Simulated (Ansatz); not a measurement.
# A computed series for hypothetical R-3m MgH2: response to strain

Take MgH$_{2}$ in the CdCl2 type structure (space group R-3m, No. 166; a hypothetical phase, not in the database extracts checked) as the base.

```
CELL_PARAMETERS angstrom
      1.50059     0.86637     3.89037
     -1.50059     0.86637     3.89037
      0.00000    -1.73273     3.89037
ATOMIC_POSITIONS crystal
  Mg 0.00000 0.00000 0.00000
  H  0.25501 0.25501 0.25501
  H  0.74499 0.74499 0.74499
```

Cartesian axes are those of the cell as printed.

Strains are applied to the cell and any free atomic positions relax; under biaxial strain the out-of-plane vector relaxes too; under stress the whole cell relaxes.

The values are results of PBE-D3(BJ) (Ansatz, an electronic-structure program), no spin-orbit coupling, not measurements.

Notes on the quantities. pressure: mean of the normal stresses, compression positive; energy relative to the base: free energy F.

```json
[
 {"variant": "base", "band gap": "2.74 eV", "pressure": "0.0 kbar", "energy relative to the base": "0 meV/atom", "gap character": "indirect, k = (0, 0.154, -0.154) in the run's primitive reciprocal basis → F"},
 {"variant": "biaxial strain −0.18 %, plane normal [001], relaxed out of plane", "band gap": "2.77 eV", "pressure": "1.8 kbar", "energy relative to the base": "0.0 meV/atom", "gap character": "indirect, k = (0.154, 0.308, 0) in the run's primitive reciprocal basis → F"},
 {"variant": "biaxial strain +3.84 %, plane normal [001], relaxed out of plane", "band gap": "1.72 eV", "pressure": "-28.6 kbar", "energy relative to the base": "+11 meV/atom", "gap character": "indirect, Γ–S₀ (21 % along) → F"},
 {"variant": "isotropic strain −5.78 %", "band gap": "2.49 eV", "pressure": "97.5 kbar", "energy relative to the base": "+44 meV/atom", "gap character": "indirect, k = (0, 0.154, -0.154) in the run's primitive reciprocal basis → F"},
 {"variant": "isotropic strain −4.26 %", "band gap": "2.57 eV", "pressure": "65.7 kbar", "energy relative to the base": "+23 meV/atom", "gap character": "indirect, k = (0, 0.154, -0.154) in the run's primitive reciprocal basis → F"},
 {"variant": "isotropic strain +1.70 %", "band gap": "2.80 eV", "pressure": "-18.5 kbar", "energy relative to the base": "+3.2 meV/atom", "gap character": "–"},
 {"variant": "uniaxial strain ε_xx = +2.28 %", "band gap": "2.61 eV", "pressure": "-11.5 kbar", "energy relative to the base": "+1.9 meV/atom", "gap character": "indirect, k = (0.077, 0.077, -0.154) in the run's primitive reciprocal basis → L₂"},
 {"variant": "uniaxial stress, 1 GPa tension along x", "band gap": "2.65 eV", "pressure": "–", "energy relative to the base": "+0.3 meV/atom", "gap character": "indirect, k = (0, 0.154, -0.154) in the run's primitive reciprocal basis → L₂"},
 {"variant": "tensor shear ε_xz = −0.79 %", "band gap": "2.71 eV", "pressure": "0.0 kbar", "energy relative to the base": "+0.1 meV/atom", "gap character": "indirect, k = (0.154, 0, -0.154) in the run's primitive reciprocal basis → T"},
 {"variant": "uniaxial stress, 3 GPa compression along x", "band gap": "2.72 eV", "pressure": "–", "energy relative to the base": "+2.3 meV/atom", "gap character": "indirect, Γ–C (50 % along) → Y₂"}
]
```

Beyond what the load breaks, stability against distortions was not tested. k-point labels follow each cell's own Brillouin zone.
